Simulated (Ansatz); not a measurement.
The starting structures come from a database of crystals and need not be the phases stable at ambient conditions.

 Where the default PAW files enter, the runs use the earlier of Ansatz's two default sets.

Tunnelling through a barrier is set by its complex band structure: the current falls as exp(−2κd) with the smallest κ.

Input:

```
LiBH4
1.0
    5.50004     0.00000     0.00000
    0.00000     6.13924     0.00000
    2.75002     0.00000     2.77864
Li B H
2 2 8
Direct
  0.00113   0.50000   0.00000
  0.00113   0.00000   0.00000
  0.48490   0.25000   0.52987
  0.01477   0.75000   0.47013
  0.47207   0.41156   0.36039
  0.83247   0.58844   0.63961
  0.47207   0.08844   0.36039
  0.83247   0.91156   0.63961
  0.25984   0.25000   0.96829
  0.22813   0.75000   0.03171
  0.74416   0.25000   0.44508
  0.18923   0.75000   0.55492
```

Space group of this cell: Ama2. The cell was relaxed by PBE-D3(BJ); by r2SCAN its mean pressure is 0.7 GPa.

Transport runs along the normal of the first two printed cell vectors.

The gap is the functional's own, uncorrected, and κ follows it; spin-orbit coupling is left out. Mid-gap values are interpolated between the computed energies.

Q: Estimate the band gap and the smallest decay constant κ at mid-gap that r2SCAN run with Ansatz (a quantum-chemistry and plane-wave program) returns for this system.

A: Gap 5.69 eV on a 12×6×12 mesh; κ = 0.554 1/Å, at the zone centre.
